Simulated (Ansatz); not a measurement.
Structures of equal composition on the (000-1) surface of 4H silicon carbide (C plane on top): (√3x√3)R30° Ge adatom at H3; (√3x√3)R30° Ge adatom at T4. The slabs share one bottom face, and each structure is named by its start. These are constructed structures in small cells; real faces may alloy, dewet or reconstruct in larger ones, and not all known structures of the face are among them. Slabs of about 11 Å with all that they carry, Fermi-Dirac smearing of 0.025 eV. Bottom of the slabs: H caps. Relaxed from the named starts with such symmetry as they have, on meshes of like density; energies extrapolated to zero smearing; no spin-orbit coupling, no U. Spin-polarised runs, if any, are marked in brackets, and their order is one that fits the cell; the others ran without spin. Where a second, spin-polarised start was run, the lower counts.

Host crystal: 4H silicon carbide, with a band gap (PBE, scalar-relativistic without spin-orbit coupling).

Level of theory: PBE (plane waves to 420 eV, PAW; Ansatz, a first-principles code).

Task: Put the candidates in order of energy per 1x1 cell, lowest first, for PBE.

Result: (√3x√3)R30° Ge adatom at H3 (0.000 eV [spin, 1.0 μB a cell], a narrow gap of 0.21 eV by band count), (√3x√3)R30° Ge adatom at T4 (0.023 eV [spin, 1.0 μB a cell], a narrow gap of 0.11 eV by band count)
